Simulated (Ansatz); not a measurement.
Bulk modulus of ScGeO (model structure, started from the ZrSiS type, P4/nmm, No. 129, 6 atoms in the cell) at several levels of theory

No measured value is used here.

```
level (code)     value (GPa)  cell (Å³/atom)
---------------  -----------  --------------
LDA (Ansatz)             126           13.38
PBE (Ansatz)             103           14.42
PBEsol (Ansatz)          ___           13.82
r²SCAN (Ansatz)          118           14.05
```

Q: Fill in the missing entries.

A: 
- PBEsol (Ansatz, an electronic-structure program), value (GPa): 116

LDA, PBE, PBEsol, r²SCAN: the bulk modulus is −V dP/dV from two relaxed cells at ±2 % in volume. Each level is taken at its own relaxed cell. Cutoffs differ between the levels. Ansatz's density-functional and Hartree–Fock values are scalar-relativistic unless marked +SOC, with PAW data made under PBE.

A model structure was made by putting elements into a prototype or built by hand; it is no filed structure, need not be a known phase, and can be a saddle point held by its symmetry.
